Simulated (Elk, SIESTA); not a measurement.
An Elk input for a self-consistent single point of FeCo (Pm-3m, 2 atoms in the cell) (DFT, PBE, all-electron FP-LAPW, Elk's shipped species files, APW+lo basis with extra local orbitals):

```
tasks
  0

xctype
  20

spinpol
  .true.

reducebf
  0.8

rgkmax
  8.0

gmaxvr
  16.0

nxlo
  2

lorbcnd
  .true.

lmaxi
  2

nempty
  12

stype
  0

swidth
  0.00734986

scale
  5.25768862

avec
    1.0000000000    0.0000000000    0.0000000000
    0.0000000000    1.0000000000    0.0000000000
    0.0000000000    0.0000000000    1.0000000000

atoms
  2   : nspecies
  'Fe.in'   : spfname
  1   : natoms; atposl, bfcmt below
  0.0000000000  0.0000000000  0.0000000000    0.0 0.0 -1.0
  'Co.in'   : spfname
  1   : natoms; atposl, bfcmt below
  0.5000000000  0.5000000000  0.5000000000    0.0 0.0 -0.75

ngridk
  15 15 15
```

Task: Give the SIESTA input for the same structure, mesh, smearing and functional.

Result: This is the input that was run; spellings and numerical settings could be chosen otherwise.

```
# files in the folder: Fe.psml Co.psml (PseudoDojo PBE standard)
SystemName  FeCo
SystemLabel feco

NumberOfAtoms                2
NumberOfSpecies              2
%block ChemicalSpeciesLabel
  1 26 Fe
  2 27 Co
%endblock ChemicalSpeciesLabel
LatticeConstant              1.0 Bohr
%block LatticeVectors
     5.257688621    0.000000000    0.000000000
     0.000000000    5.257688621    0.000000000
     0.000000000    0.000000000    5.257688621
%endblock LatticeVectors
AtomicCoordinatesFormat      ScaledCartesian
%block AtomicCoordinatesAndAtomicSpecies
     0.000000000    0.000000000    0.000000000  1
     2.628844310    2.628844310    2.628844310  2
%endblock AtomicCoordinatesAndAtomicSpecies

XC.functional                GGA
XC.authors                   PBE
PAO.BasisSize                DZP
PAO.EnergyShift              0.01 Ry
MeshCutoff                   300 Ry
%block kgrid.MonkhorstPack
   15   0   0  0.0
    0  15   0  0.0
    0   0  15  0.0
%endblock kgrid.MonkhorstPack
OccupationFunction           MP
OccupationMPOrder            0
ElectronicTemperature        0.2 eV
Spin                         polarized
%block DM.InitSpin
  1 +4.00
  2 +3.00
%endblock DM.InitSpin

MaxSCFIterations             150
SCF.Mixer.Method             Pulay
SCF.Mixer.Weight             0.1
SCF.Mixer.History            8
SCF.DM.Tolerance             1.0E-04
Diag.ParallelOverK           true
WriteForces                  true
Charge.Mulliken              end
```

Basis settings and potentials, where a program has them, do not carry over. This input uses DFT, GGA PBE, numerical atomic orbitals DZP, PseudoDojo PBE standard norm-conserving potentials (rewritten from UPF to PSML). Both were run: size of the net moment 2.20 μB/atom in Elk and 2.24 in SIESTA.

On Elk: the starting cell comes from a database of computed structures (which also holds hypothetical and non-ambient phases and stackings), without a prior relaxation at this level. For this run, on top of that: lattice scaled by 0.98. The magnetic order is the one reached from the typed start; others were not searched systematically. Values depend on the basis (sphere radii, cutoffs, local orbitals), which need not be converged.

On SIESTA: the starting cell comes from a database of computed structures (which also holds hypothetical and non-ambient phases and stackings), without a prior relaxation at this level. For this run, on top of that: lattice scaled by 0.98. The magnetic order is the one reached from the typed start; others were not searched systematically. Values carry the incompleteness of an atom-centred basis. With a pressure of about 8 GPa the cell is away from its equilibrium volume at this level.
